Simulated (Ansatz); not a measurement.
The parent structure is TiTe₂ in the CdI2 type structure (space group P-3m1, No. 164; a = 3.618 Å, c = 6.225 Å; layered, stacked along the Cartesian z axis). Axes: x lies along a and z along c of the hexagonal cell.

Level of theory: PBEsol-D3(BJ)/PAW in Ansatz (a program for electronic structure), no SOC.

Before the change:

The band gap comes out as zero. The shortest interatomic distance is 2.712 Å.

Modification: uniaxial stress, 5 GPa compression along z, with the cell and atoms free to relax against it.

Question: How does this affect the energy relative to the base?

Answer: The energy goes up by 18 meV/atom.

Question: Estimate the effect on the band gap.

Answer: The band gap is still zero.

Question: Predict the new shortest interatomic distance.

Answer: The shortest interatomic distance shrinks by 0.014 Å (2.712 Å → 2.698 Å).

Without a gap, meshes like the base's 15×15×8 leave anisotropic stresses uncertain by several tenths of a GPa, and small strain energies with them. Load acts through the strain it causes; cell and atoms are relaxed under it. Stability under load was not tested beyond the relaxation. All final runs are without spin polarisation.
